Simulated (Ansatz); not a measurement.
NH2 on the 1x1 (0001) surface of hcp Ru, one in a 2x2 cell, energies for each (25.7 Å²). Energies are against NH3(g) − ½ H2(g), without zero-point or thermal terms; each row is named by its start. No converged result for: 2 more starts.

All values below come from PBE (plane waves to 420 eV, PAW; Ansatz, an electronic-structure program).

Slab: 19 atoms, 6.3 Å thick at the start under the adsorbate (thin: gaps and levels are the slab's own); k 6x6x1, smearing 0.1 eV, dipole-corrected; 8 atoms held, the rest relaxed; each run with such symmetry as its start has; no spin, no spin-orbit, no U, no dispersion correction.

A negative adsorption energy means that the adsorbate is more stable on the surface than in its reference. Heights count from the host atoms within 0.3 Å of the top one.

```
starting site                           E_ads (eV)  height (Å)  nearest host atom (Å)  bonded to  Δ work function (eV)  lateral drift (Å)
--------------------------------------  ----------  ----------  ---------------------  ---------  --------------------  -----------------
hollow Ru-Ru-Ru over Ru at depth 2.1 Å        0.00        1.66                Ru 2.08       3 Ru                 -1.66                0.3
bridge Ru-Ru (span 2.7 Å)                    -0.33        1.72                Ru 2.12       2 Ru                 -1.57                0.0
```
